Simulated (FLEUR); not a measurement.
FLEUR run on TaCuS2 (P6_3mc, 8 atoms in the cell): self-consistent single point.

Computed with PBEsol, all-electron FLAPW (FLEUR), scalar-relativistic valence.

The change in words: lattice scaled by 0.98. Reference geometry:
```yaml
crystal:
  lattice:
    - [3.37109, 0.00000, 0.00000]
    - [-1.68555, 2.91945, 0.00000]
    - [0.00000, 0.00000, 13.33130]
  atoms:
    - { symbol: Ta, position: [0.66667, 0.33333, 0.74602] }
    - { symbol: Ta, position: [0.33333, 0.66667, 0.24602] }
    - { symbol: Cu, position: [0.66667, 0.33333, 0.96382] }
    - { symbol: Cu, position: [0.33333, 0.66667, 0.46382] }
    - { symbol: S, position: [0.66667, 0.33333, 0.36637] }
    - { symbol: S, position: [0.33333, 0.66667, 0.86637] }
    - { symbol: S, position: [0.33333, 0.66667, 0.62979] }
    - { symbol: S, position: [0.66667, 0.33333, 0.12979] }
```

Reference input (self-consistent single point, DFT, PBEsol, all-electron FLAPW (FLEUR), scalar-relativistic valence): Kmax = 4.2 1/bohr; GmaxXC = 12.6 1/bohr; xcFunctional = PBEs; jspins = 1; l_soc = F; mode = hist; fermiSmearingEnergy = 0.00367493 Htr; mesh (inpgen div1-3) = 8 8 2; inpgen gamma flag = true; Gmax = 12.6 1/bohr; numbands = 0; maxIterBroyd = 25. This run's input differs from it in these lines:

```diff
@@ -3,5 +3,5 @@
 &input film=f /
-6.3704373014 -0.0000001067 0.0000000000
--3.1852185583 5.5169605896 0.0000000000
-0.0000000000 0.0000000000 25.1925058852
+6.2430283664 -0.0000001484 0.0000000000
+-3.1215140546 5.4066212361 0.0000000000
+0.0000000000 0.0000000000 24.6886557675
 1.0
@@ -50,5 +50,5 @@
          <bravaisMatrix>
-            <row-1>    6.3704373014000000    -0.0000001067000000     0.0000000000000000</row-1>
-            <row-2>   -3.1852185582999999     5.5169605896000000     0.0000000000000000</row-2>
-            <row-3>    0.0000000000000000     0.0000000000000000    25.1925058851999992</row-3>
+            <row-1>    6.2430283663999999    -0.0000001484000000     0.0000000000000000</row-1>
+            <row-2>   -3.1215140546000000     5.4066212361000003     0.0000000000000000</row-2>
+            <row-3>    0.0000000000000000     0.0000000000000000    24.6886557674999985</row-3>
          </bravaisMatrix>
```

Output, abridged:

```
 Iteration:     1   Distance:      29.66459642 me/bohr^3
 Iteration:     2   Distance:      13.31844203 me/bohr^3
 Iteration:     3   Distance:       9.13018307 me/bohr^3
 Iteration:     4   Distance:       9.63081328 me/bohr^3
 Iteration:     5   Distance:       4.47139146 me/bohr^3
   [... 12 lines left out ...]
 Iteration:    18   Distance:       0.00010658 me/bohr^3
 Iteration:    19   Distance:       0.00013388 me/bohr^3
 Iteration:    20   Distance:       0.00002351 me/bohr^3
 Iteration:    21   Distance:       0.00000430 me/bohr^3
 Reset of history
 Run finished successfully
 Stop message:
   Structural relaxation: new displacements generated

[file out, last iteration]
             iter=     22
[...]
          total density-effective poten   -6.1922193240E+04
          total charge density-energy d   -8.5882337627E+02
 Updated energy parameters for spin:           1
[...]
 fermi energy and band-weighting factors:
   [... 7 lines left out ...]

[...]
FERMIE:
          first approx. to ef    (T=0)  :   0.416700 htr   (energy of the highest occ. eigenvalue)
          number of occ. states  (T=0)  :       1000
          first approx. to seigv (T=0)  : -18.628047 htr
          sum of weights of occ. states :  50.039062
          sum of semicore charge        :   0.000000 e
FERHIS:  Fermi-Energy by histogram:
          bandgap                     :   0.000315 htr
   [... lines left out ...]
          charge neutrality (T=0)     :   0.078125    (zero if the highest occ. eigenvalue is "entirely" occupied)
     EF_NEWTON:  Adjust Fermi-Energy by Newton-Method.
 Direct bandgap for spin            1 :    4.4310075738305255E-002  Htr
 ---->    free energy=                    -36144.8731244566 htr
   [... lines left out ...]
 TOTAL FORCE FOR ATOM TYPE=  2  X= -3.122   Y=  1.802   Z= -0.893
                       FX_TOT= 0.000000 FY_TOT= 0.000000 FZ_TOT= 0.000275
 TOTAL FORCE FOR ATOM TYPE=  3  X= -3.122   Y=  1.802   Z=  9.045
                       FX_TOT= 0.000000 FY_TOT= 0.000000 FZ_TOT= 0.006656
 TOTAL FORCE FOR ATOM TYPE=  4  X=  3.122   Y= -1.802   Z= -9.140
                       FX_TOT= 0.000000 FY_TOT= 0.000000 FZ_TOT=-0.007076
```

The run converged in 21 iterations. FLEUR gives forces in its relaxation mode, with a further iteration, so its stop message speaks of a relaxation. Against the reference run the free energy drops by 4.2 meV/atom.

The starting cell comes from a database of computed structures (which also holds hypothetical and non-ambient phases and stackings), without a prior relaxation at this level. For this run, on top of that: lattice scaled by 0.98. Spin-orbit coupling is off. Spin polarisation is off. Values depend on the basis (sphere radii, cutoffs, local orbitals), which need not be converged. The log's line on a gap gives a spacing of levels on this mesh, which the program prints for metals too.

Cost on one core of a shared machine: roughly 6 min.
